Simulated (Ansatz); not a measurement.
Data:

End structure of a constructed model of the (0001) surface of hcp Os, a pseudomorphic layer of Rh in the host's stacking (bottom of the slab: a bare face, its two planes held):

```yaml
crystal:
  lattice:
    - [2.75423, 0.00000, 0.00000]
    - [-1.37712, 2.38523, 0.00000]
    - [0.00000, 0.00000, 29.50000]
  atoms:
    - { symbol: Os, position: [0.66667, 0.33333, 0.27311] }
    - { symbol: Os, position: [0.33333, 0.66667, 0.34678] }
    - { symbol: Os, position: [0.66667, 0.33333, 0.41973] }
    - { symbol: Os, position: [0.33333, 0.66667, 0.49434] }
    - { symbol: Os, position: [0.66667, 0.33333, 0.56808] }
    - { symbol: Os, position: [0.33333, 0.66667, 0.64027] }
    - { symbol: Rh, position: [0.66667, 0.33333, 0.71299] }
```

Model: 7-atom slab, 13.4 Å thick at the start, 16x16x1 mesh, Fermi-Dirac 0.1 eV, dipole correction, 2 atoms held, the rest relaxed; start symmetry kept, larger cells not searched; no spin, no spin-orbit, no U. It is one candidate, not shown to be the stable structure of the face.

### Question
Estimate the work function of the top face that PBE in Ansatz (an electronic-structure program) returns for this input.

### Answer
4.97 eV
